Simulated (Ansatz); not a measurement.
Converging the plane-wave cutoff: RbP2Ru2 (I4mm, 5 atoms in the cell)

```xyz
5
Lattice="-2.0098 2.0098 6.5861 2.0098 -2.0098 6.5861 2.0098 2.0098 -6.5861" Properties=species:S:1:pos:R:3 pbc="T T T"
Rb     0.0000     0.0000     0.0500
P      0.0000     0.0000     4.3928
P      0.0000     0.0000     8.7794
Ru     0.0000     2.0098     3.2930
Ru     2.0098     0.0000     3.2930
```

Level of theory: PBEsol, default PAW files made with PBE (plane waves; Ansatz, a first-principles code).

Base settings: basis.ecutwfc = 420 eV; kpoints.mp_grid.grid = 6 6 6; hamiltonian.xc = pbesol; hamiltonian.pseudopotentials = {kind: paw} (the program's default PAW files); scf.occupations.method = fermi_dirac; scf.occupations.width = 0.1 eV.

The second cell is the first with its lattice scaled by 0.98.

The mesh stays at the base's, so the ladder's end is converged at best in this setting alone.

The first pressure column holds Ansatz's estimate of the finite-basis (Pulay) stress, which hides part of the cutoff error; the other is without it.

Only quantities that move along the ladder and can be compared are tabulated.

The count of work is k-points × plane waves × bands × iterations; it is no time. 

The starting cell comes from a database of computed structures (which also holds hypothetical and non-ambient phases and stackings), without a prior relaxation at this level. Its lattice was rescaled by up to half a per cent. One atom was moved a little off its site on purpose. Spin polarisation is off; with an odd number of electrons in the cell that forces a metal, and a magnetic state may lie lower.

Steps (basis.ecutwfc): 145 eV; 170 eV; 190 eV; 210 eV; 230 eV; 250 eV; 295 eV; 335 eV; 380 eV; 420 eV; 460 eV; 505 eV; 565 eV; 630 eV; 735 eV; 840 eV; 1010 eV.

Problem. What is the coarsest basis.ecutwfc that holds the free energy within 2 meV/atom of the last step, with all finer ones?

Solution. 420 eV, at 0.27 of the last step's count of work; the step before is off by 2.5 meV/atom.

Problem. What is the coarsest basis.ecutwfc that holds the pressure without the Pulay estimate within 0.2 GPa of the last step, with all finer ones?

Solution. 380 eV, at 0.23 of the last step's count of work; the step before is off by 1.4 GPa.

Problem. What is the coarsest basis.ecutwfc that holds the pressure within 0.2 GPa of the last step, with all finer ones?

Solution. 295 eV, at 0.15 of the last step's count of work; the step before is off by 0.53 GPa.

| basis.ecutwfc | free energy less the last step's (meV/atom) | energy of the compressed cell less the first (meV/atom) | pressure (GPa) | pressure without the Pulay estimate (GPa) | largest difference of a force vector from the last step's (eV/Å) | count of work / last |
|---|---|---|---|---|---|---|
| 145 eV | 22257.76 | -29.85 | -3.46 | -494.32 | 1.845 | 0.068 |
| 170 eV | 10310.63 | 14.64 | -9.46 | -283.67 | 0.272 | 0.091 |
| 190 eV | 5440.87 | -7.24 | -2.28 | -173.23 | 0.460 | 0.095 |
| 210 eV | 2776.47 | 24.69 | 0.55 | -101.39 | 0.310 | 0.12 |
| 230 eV | 1364.00 | 27.45 | -0.59 | -57.04 | 0.176 | 0.12 |
| 250 eV | 660.33 | 20.15 | -1.08 | -31.64 | 0.077 | 0.12 |
| 295 eV | 112.90 | 24.97 | -0.56 | -7.66 | 0.017 | 0.15 |
| 335 eV | 18.19 | 25.25 | -0.51 | -1.99 | 0.011 | 0.19 |
| 380 eV | 2.54 | 25.13 | -0.53 | -0.68 | 0.004 | 0.23 |
| 420 eV | 1.32 | 25.06 | -0.54 | -0.56 | 0.002 | 0.27 |
| 460 eV | 0.87 | 25.03 | -0.54 | -0.57 | 0.001 | 0.30 |
| 505 eV | 0.46 | 25.01 | -0.54 | -0.56 | 0.001 | 0.36 |
| 565 eV | 0.22 | 25.00 | -0.55 | -0.55 | 0.000 | 0.41 |
| 630 eV | 0.14 | 24.99 | -0.55 | -0.55 | 0.000 | 0.49 |
| 735 eV | 0.07 | 24.99 | -0.55 | -0.55 | 0.000 | 0.62 |
| 840 eV | 0.03 | 24.99 | -0.55 | -0.55 | 0.000 | 0.76 |
| 1010 eV | 0.00 | 24.99 | -0.55 | -0.55 | 0.000 | 1.0 |

The energy difference between the two cells stays within 1 meV/atom of the last step's from 295 eV on, the total only from 460 eV on: much of the error is common to both cells and cancels.

At the lowest cutoff the pressure without the Pulay estimate lies 494 GPa under the last step's, the usual sign of Pulay stress in an incomplete plane-wave basis.

Keys are those of Ansatz 0.2.
